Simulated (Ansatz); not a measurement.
This concerns the energy of the reaction as written. Reaction: 2 cell B → cell A. Negative: the products are lower in energy.

Cell A: a sheet of composition Tl2, 2 atoms, hexagonal cell of 5.26 Å (24.0 Å²), symmetry P6/mmm, 0.0 Å thick under 16 Å of vacuum, in-plane vectors relaxed; planes from bottom to top: Tl2, all atoms in one plane; a model cell; spin state with PBE: run without spin, k-point mesh 18×18×1.
```
Tl
1.0
    5.26145     0.00000     0.00000
   -2.63072     4.55655     0.00000
    0.00000     0.00000    16.00000
Tl
2
Direct
  0.33333   0.66667   0.50000
  0.66667   0.33333   0.50000
```

Cell B: a sheet of composition Tl, 1 atom, hexagonal cell of 3.32 Å (9.5 Å²), symmetry P6/mmm, 0.0 Å thick under 16 Å of vacuum, in-plane vectors relaxed; planes from bottom to top: Tl; a model cell; spin state with PBE: run without spin, k-point mesh 24×24×1.
```
CELL_PARAMETERS angstrom
      3.32013     0.00000     0.00000
     -1.66006     2.87532     0.00000
      0.00000     0.00000    16.00000
ATOMIC_POSITIONS crystal
  Tl 0.00000 0.00000 0.50000
```

Computed with Ansatz (plane waves, PAW), its default PAW set, cutoff 420 eV, 500 eV for r2SCAN. The structures are at rest with PBE; other levels are single points on them. Neutral cells; Fermi-Dirac smearing of at most 0.10 eV in the solids, energies taken to zero width. The lattices are those relaxed with PBE, so at other levels the solids can be strained, which adds to the spread. A dispersion term (D3(BJ), or D4 for r2SCAN) was computed beside these levels and is taken off wherever the name lacks it. No zero-point or thermal terms. Spin-orbit coupling is left out. The cells' k-point meshes differ in density, so the last digit is unsettled. Cell A has symmetry P6/mmm and got no random move, so less symmetric positions, which may lie lower, weren't tried. Cell B has symmetry P6/mmm and got no random move, so less symmetric positions, which may lie lower, weren't tried.

Task: Predict the value from r2SCAN.

Result: 0.49 eV, for 2 cell B → cell A.

Task: How does the value move with the functional?

Result: 
```
Method  value (eV)  less r2SCAN
------  ----------  -----------
PBE           0.46        -0.03
```

The levels span only 0.03 eV, too little to tell them apart.

Ansatz is a program for electronic structure.
